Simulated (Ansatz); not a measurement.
Structures of equal composition on the (110) surface of germanium: Si on all surface atoms, no caps; Si on all atoms bonded under the surface atoms, no caps. The slabs share one bottom face, and each structure is named by its start. These are constructed structures in small cells; real faces may alloy, dewet or reconstruct in larger ones, and not all known structures of the face are among them. Slabs of about 16 Å with all that they carry, Fermi-Dirac smearing of 0.025 eV. Bottom of the slabs: built like the top, H on every dangling bond, free. Relaxed from the named starts with such symmetry as they have, on meshes of like density; energies extrapolated to zero smearing; no spin-orbit coupling, no U. Spin-polarised runs, if any, are marked in brackets, and their order is one that fits the cell; the others ran without spin. Where a second, spin-polarised start was run, the lower counts.

Method: PBE (plane waves to 420 eV, PAW; Ansatz, a program for electronic structure).

**Question.** Rank these by energy per 1x1 cell (lowest first), as PBE gives it.

**Answer.** Si on all atoms bonded under the surface atoms, no caps (0.000 eV, no gap over 0.04 eV on the mesh), Si on all surface atoms, no caps (0.250 eV, no gap over 0.04 eV on the mesh)
